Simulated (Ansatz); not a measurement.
The reference is HfSi (space group Pnma, No. 62).

```xyz
8
Lattice="6.8248 0.0000 0.0000 0.0000 3.7573 0.0000 0.0000 0.0000 5.2027" Properties=species:S:1:pos:R:3 pbc="T T T"
Hf     4.6097     0.9393     1.9444
Hf     2.2151     2.8180     3.2583
Hf     5.6275     2.8180     4.5458
Hf     1.1973     0.9393     0.6569
Si     3.7074     0.9393     4.4728
Si     3.1174     2.8180     0.7300
Si     6.5298     2.8180     1.8714
Si     0.2950     0.9393     3.3313
```

Cartesian axes are those of the cell as printed.

Calculations: PBEsol (Ansatz, a program for electronic structure; PAW; 420 eV plane waves; spin-orbit coupling left out), earlier PAW set.

Before the change:

The shortest interatomic distance is 2.451 Å and the pressure is 0.0 GPa. The band gap is zero.

Now apply this change: biaxial strain +2.27 %, plane normal [001], relaxed out of plane (Cartesian); in-plane vectors clamped, the third vector and the atoms free.

What happens to the shortest interatomic distance, pressure and band gap?

The shortest interatomic distance rises by 0.035 Å, from 2.451 Å to 2.486 Å; the pressure (mean of the normal stresses, compression positive) goes from zero to -4.6 GPa; the band gap is still zero.

No phonon test of stability was made. The final runs are not spin-polarised.
